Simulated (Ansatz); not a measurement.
The parent structure is SrTiO₃ in the cubic perovskite structure (space group Pm-3m, No. 221; a = 3.854 Å). Axes: x, y, z lie along the cube axes.

All numbers come from LDA (Ansatz, a quantum-chemistry and plane-wave program; PAW; 420 eV plane waves; no spin-orbit coupling).

For the base:

| Property | Result |
|---|---|
| Smallest direct gap | 2.17 eV |
| Band gap | 1.85 eV |

It is then changed as follows: biaxial strain +3.00 %, plane normal [001], relaxed out of plane (Cartesian); in-plane vectors clamped, the third vector and the atoms free.

### Question
What happens to the smallest direct gap, band gap, out-of-plane strain and energy relative to the base?

### Answer
The smallest direct gap drops by 0.13 eV, from 2.17 eV to 2.04 eV; the band gap decreases by 0.146 eV, from 1.85 eV to 1.71 eV; the out-of-plane strain comes out as -1.58 %; the energy increases by 25 meV/atom.

Whether these cells are dynamically stable was not tested. All final runs are without spin polarisation. Many cubic perovskites are stable only at high temperature; tilts and polar distortions were not tested.
